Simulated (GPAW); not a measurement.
A self-consistent single point of PtSe2 (P-3m1, 3 atoms in the cell) with GPAW.

Computed with PBE, GPAW PAW datasets PBE (gpaw-data 1.0.1) (plane waves; GPAW).

```
PtSe2
1.0
    3.64222     0.00000     0.00000
   -1.82111     3.15426     0.00000
    0.00000     0.00000     5.70251
Pt Se
1 2
Direct
  0.00000   0.00000   0.00000
  0.66667   0.33333   0.77461
  0.33333   0.66667   0.22539
```

Reference input (self-consistent single point, DFT PBE, plane waves, GPAW PAW datasets PBE (gpaw-data 1.0.1)): mode = pw; ecut = 550 eV; xc = PBE; kpts = 7 7 4; mesh shift (steps) = 0.5 0.5 0.5; occupations.name = methfessel-paxton; occupations.width = 0.01 eV; occupations.order = 0; nbands = -4; convergence.density = 1e-05 e/electron; convergence.energy = 1e-05 eV/electron; convergence.bands = -2. This run's input differs from it in these lines:

```diff
@@ -14,3 +14,3 @@
 
-calc = GPAW(mode=PW(550),
+calc = GPAW(mode=PW(825),
             xc='PBE',
```

Output (repeated stretches shortened):

```
     iter     time        total  log10-change:
                         energy   eigst   dens
iter:   1 --:--:--   -15.312437   +0.40
iter:   2 --:--:--   -15.047237   -0.90  -1.31
iter:   3 --:--:--   -14.532385   -1.24  -1.33
iter:   4 --:--:--   -14.480929   -2.29  -1.44
iter:   5 --:--:--   -14.444164   -1.90  -1.53
   [... 3 lines left out ...]
iter:   9 --:--:--   -14.408118   -3.47  -2.70
iter:  10 --:--:--   -14.408731   -3.51  -2.78
iter:  11 --:--:--   -14.408154   -4.26  -2.77
iter:  12 --:--:--   -14.408131   -5.39  -3.49
iter:  13 --:--:--   -14.408131c  -6.36  -3.53
iter:  14 --:--:--   -14.408133c  -6.31  -3.52
iter:  15 --:--:--   -14.408131c  -6.41  -3.51
iter:  16 --:--:--   -14.408095c  -5.33  -3.52
iter:  17 --:--:--   -14.408130c  -5.46  -3.56
iter:  18 --:--:--   -14.408141c  -6.15  -3.53
iter:  19 --:--:--   -14.408132c  -4.79  -3.53
iter:  20 --:--:--   -14.408104c  -5.55  -3.68
iter:  21 --:--:--   -14.408104c  -7.43c -4.01
iter:  22 --:--:--   -14.408107c  -6.23  -4.04
iter:  23 --:--:--   -14.408103c  -6.66  -4.18
iter:  24 --:--:--   -14.408103c  -6.99  -4.68
iter:  25 --:--:--   -14.408103c  -8.49c -5.05c
Converged after 25 iterations.

Dipole moment: (0.000000, -0.000000, 0.000000) |e|*Ang

Energy contributions relative to reference atoms: (reference = -632582.427029)

Kinetic:        +18.549555
Potential:      -18.588732
External:        +0.000000
XC:             -13.850849
Entropy (-ST):   -0.000000
Local:           -0.518077
SIC:             +0.000000
--------------------------
Free energy:    -14.408103
Extrapolated:   -14.408103

Showing only first 2 kpts
 Kpt  Band  Eigenvalues  Occupancy
  0    12      6.33002    2.00000
  0    13      6.62056    2.00000
  0    14      9.18098    0.00000
  0    15      9.66827    0.00000

  1    12      6.40090    2.00000
  1    13      6.91514    2.00000
  1    14      9.03125    0.00000
  1    15      9.50639    0.00000

Fermi level: 7.55796

Gap: 0.652 eV
Transition (v -> c):
   [... lines left out ...]
Direct gap: 1.096 eV
Transition at: (s=0, k=8, n=13, [0.21, -0.21, 0.12])
Energy (eV): -14.408103

Forces in eV/Ang:
  0 Pt    0.00000    0.00000    0.00000
  1 Se    0.00000    0.00000   -1.02850
  2 Se   -0.00000   -0.00000    1.02850

Stress tensor:
    -0.072996    -0.000000     0.000000
     0.000000    -0.072996     0.000000
     0.000000     0.000000    -0.047178
Stress (GPa, Voigt): [-11.6952 -11.6952  -7.5587   0.       0.      -0.    ]
```

The run converged in 25 iterations. GPAW prints stress with tension positive. Against the reference run the free energy drops by 1.1 meV/atom, the pressure moves little (10.29 to 10.32 GPa), the largest force hardly changes (1.028 to 1.029 eV/Å) and the gap on the mesh stays at 0.652 eV.

The starting cell comes from a database of computed structures (which also holds hypothetical and non-ambient phases and stackings), without a prior relaxation at this level. Its lattice was rescaled by a random factor within 2.5 % of one. Spin-orbit coupling is off. Forces in this geometry exceed 1 eV/Å.

Cost on one core of a shared machine: roughly 3 min.
